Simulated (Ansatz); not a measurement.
# InP: P vacancy, symmetric start

Consider an 8-atom supercell of InP in the zinc blende structure (space group F-43m, No. 216; a = 5.907 Å) at its relaxed geometry.

The change: one P atom is removed, atoms relaxed at fixed cell.

All numbers come from Ansatz (a quantum-chemistry and plane-wave program), r2SCAN, PAW, cutoff 500 eV, without spin-orbit coupling. k-mesh 4×4×4 (Γ-centred); smearing 0.01 eV (Fermi–Dirac).

```csv
quantity,base,changed,shift
mean distance from the defect site to its nearest host atoms,2.56 Å,2.47 Å,-0.09 Å
```

The magnetic state is the one reached from the starting moments; the real material's order can differ, and small cells can't hold many antiferromagnetic ones. In so small a cell the defect repeats every few ångströms: this is an ordered compound, not a dilute defect. The defect started on the symmetric site and kept its symmetry, so it may sit on a saddle. Starting moments died away, wholly or in part, for P vacancy; another magnetic solution may exist. The defect cell is spin-polarised and ends with 0.2 μB, a fractional moment that hangs on the mesh and smearing.
